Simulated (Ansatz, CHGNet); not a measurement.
For L1₀ (CuAu-type) TiAl, the machine-learned potential CHGNet 0.3.0 (trained on PBE and PBE+U data) gives:

```
Property                       Result
---------------------  --------------
lattice constant a            2.770 Å
lattice parameter c           4.250 Å
enthalpy of formation  -0.460 eV/atom
```

### Question
What does HSE06 (Ansatz, a quantum-chemistry and plane-wave program, plane waves, PAW) give for the same quantities?

### Answer

- lattice constant a: 2.801 Å (goes up by 1.1 %)
- lattice parameter c: 4.088 Å (drops by 3.8 %)
- formation enthalpy: -0.451 eV/atom (moves by +0.009 eV/atom)

For comparison: lattice constant a 2.826 Å (measured, temperature not stated, not corrected to a static lattice, P4/mmm two-atom cell, a_fct/√2; as tabulated in Zope and Mishin (2003), arXiv:cond-mat/0306298); lattice parameter c 4.077 Å (measured, temperature not stated, not corrected to a static lattice; as tabulated in Zope and Mishin (2003), arXiv:cond-mat/0306298); formation enthalpy -0.38 eV/atom (measured, temperature not stated, not corrected to a static lattice; as tabulated in Zope and Mishin (2003), arXiv:cond-mat/0306298).

Changes are worked out from the printed values.

Unless a cell is named, each level is at its own relaxed cell (CHGNet 0.3.0 16.30, HSE06 16.03 Å³/atom).

The crystal itself was run without spin with HSE06; a magnetic state was not tried in these runs.

Caveats: exact exchange on metals is sensitive to the k mesh and can open a false gap (HSE06). Ansatz's density-functional and Hartree–Fock values are scalar-relativistic unless marked +SOC, with PAW data made under PBE.
